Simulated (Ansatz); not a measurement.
The reference is TiTe2 in the CdI2 type structure (space group P-3m1, No. 164; a = 3.697 Å, c = 6.384 Å; layered, stacked along the Cartesian z axis).

Level of theory: Ansatz (a quantum-chemistry and plane-wave program), PBE-D3(BJ), PAW, cutoff 420 eV, no spin-orbit coupling.

One change was made to it. Results:

```
quantity                          base    after
-----------------------------  -------  -------
c/a ratio                        1.727    1.719
shortest interatomic distance  2.748 Å  2.734 Å
```

**Question.** Which of these changes matches the shifts?
A) pressure 1.5 GPa
B) pressure 3 GPa
C) pressure 7.5 GPa
D) pressure 10 GPa
E) pressure 5 GPa

**Answer.** A, pressure 1.5 GPa. For comparison, the shortest interatomic distance in the other runs: pressure 10 GPa gives 2.674 Å; pressure 3 GPa gives 2.722 Å; pressure 7.5 GPa gives 2.690 Å; pressure 5 GPa gives 2.706 Å.

Load acts through the strain it causes; cell and atoms are relaxed under it. No phonon test of stability was made. Competing high-pressure phases were not computed. The final runs are not spin-polarised.
